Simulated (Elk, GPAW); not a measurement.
A GPAW input for a self-consistent single point of PbS₂ (I4/mcm, 6 atoms in the cell) (DFT LDA (Perdew-Wang 92), plane waves, GPAW PAW datasets LDA (gpaw-data 1.0.1)):

```python
from ase import Atoms
from ase.units import GPa
from gpaw import GPAW

atoms = Atoms(['Pb', 'Pb', 'S', 'S', 'S', 'S'],
              cell=[[-3.013466, 3.013466, 3.701068],
                    [3.013466, -3.013466, 3.701068],
                    [3.013466, 3.013466, -3.701068]],
              scaled_positions=[[0.750000, 0.750000, 0.000000],
                                [0.250000, 0.250000, 0.000000],
                                [0.119030, 0.619030, 0.738060],
                                [0.880970, 0.380970, 0.261940],
                                [0.619030, 0.880970, 0.500000],
                                [0.380970, 0.119030, 0.500000]],
              pbc=True)

calc = GPAW(mode={'name': 'pw', 'ecut': 600},
            xc='LDA',
            kpts={'size': (4, 4, 4), 'gamma': True},
            occupations={'name': 'fermi-dirac', 'width': 0.05},
            nbands=-4,
            convergence={'density': 1e-05, 'bands': -2},
            symmetry={'symmorphic': False, 'tolerance': 0.0005},
            maxiter=150,
            txt='-')

atoms.calc = calc

energy = atoms.get_potential_energy()
print('Energy (eV):', round(energy, 6))
forces = atoms.get_forces()
print('Forces (eV/Ang):')
print(forces.round(5))
stress = atoms.get_stress()
print('Stress (GPa, Voigt):', (stress / GPa).round(4))
```

Task: Give the Elk input for the same structure, mesh, smearing and functional.

Result: This is the input that was run; spellings and numerical settings could be chosen otherwise.

```
tasks
  0

rmtscf
  0.83

swidth
  0.00183747

maxscl
  100

avec
   -5.6946254259    5.6946254259    6.9940048886
    5.6946254259   -5.6946254259    6.9940048886
    5.6946254259    5.6946254259   -6.9940048886

sppath
  'species/'

atoms
  2
  'Pb.in'
  2
  0.7500000000  0.7500000000  0.0000000000    0.0 0.0 0.0
  0.2500000000  0.2500000000  0.0000000000    0.0 0.0 0.0
  'S.in'
  4
  0.1190300000  0.6190300000  0.7380600000    0.0 0.0 0.0
  0.8809700000  0.3809700000  0.2619400000    0.0 0.0 0.0
  0.6190300000  0.8809700000  0.5000000000    0.0 0.0 0.0
  0.3809700000  0.1190300000  0.5000000000    0.0 0.0 0.0

ngridk
  4 4 4
```

Basis, cutoffs, solver keys and any potentials are the target program's own. This input uses DFT, LDA (PW92), all-electron FP-LAPW, Elk's shipped species files, default APW+lo basis. LDA parametrisations can differ slightly between programs.

The starting cell comes from a database of computed structures (which also holds hypothetical and non-ambient phases and stackings), without a prior relaxation at this level. For this run, on top of that: lattice scaled by 0.98.
